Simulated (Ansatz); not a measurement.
Results of PBEsol (Ansatz, a quantum-chemistry and plane-wave program, PAW) for hcp Gd.

Settings: plane-wave cutoff 520 eV, 18×18×10 k mesh (along the axes of the cell as run), Fermi–Dirac smearing 0.05 eV, spin-polarised with parallel moments, scalar-relativistic PAW data made under PBE.

Cell (measured lattice):

```xyz
2
Lattice="1.8169 -3.1469 0.0000 1.8169 3.1469 0.0000 0.0000 0.0000 5.7821" Properties=species:S:1:pos:R:3 pbc="T T T"
Gd     1.8169     1.0490     1.4455
Gd     1.8169    -1.0490     4.3366
```
Starting moments (μB, in the order of the record's atoms Gd Gd): 7.0 7.0.

Q: What does this level give for the magnetic moment per atom (the cell's total over its atoms)?

A: 
* **magnetic moment per atom (the cell's total over its atoms)**: 7.64 μB

The run finds no gap.

Note: the 4f shell is treated without U or exact exchange, so its levels and filling can be wrong; the collinear magnetic order is the start's and need not be the measured one; cell and atoms aren't relaxed at this level (pressure -1.7 GPa).

Moments are spin moments.

Spin–orbit coupling is not included.

Static lattice: no zero-point or thermal effects.

The result took very roughly 110 core-seconds.
